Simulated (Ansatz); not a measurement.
Consider the following.

```yaml
crystal:
  lattice:
    - [-0.00048, 1.92028, 1.93431]
    - [1.94566, 0.00778, 1.92605]
    - [1.93672, 1.90308, 0.01672]
  atoms:
    - { symbol: Ir, position: [0.00000, 0.00000, 0.00000] }
```

No spin polarisation.

Level of theory: Ansatz (a quantum-chemistry and plane-wave program), r2SCAN, PAW, cutoff 500 eV, scalar-relativistic without spin-orbit coupling. Settings: 21×21×21 k-points, 0.05 eV Fermi–Dirac smearing.

Q: Predict the pressure, band gap and space group.

A: The pressure (mean of the normal stresses, compression positive) is -0.7 GPa, the band gap is zero and the space group is P-1 (No. 2).

The cells carry an imposed strain or load. No phonon test of stability was made. All final runs are without spin polarisation. The cell was made from Ir in the fcc (Cu type) structure (space group Fm-3m, No. 225) by this change: strain tensor (xx, yy, zz, yz, xz, xy) = (+1.00, −0.75, −0.02, +0.65, +0.22, −0.25) %.
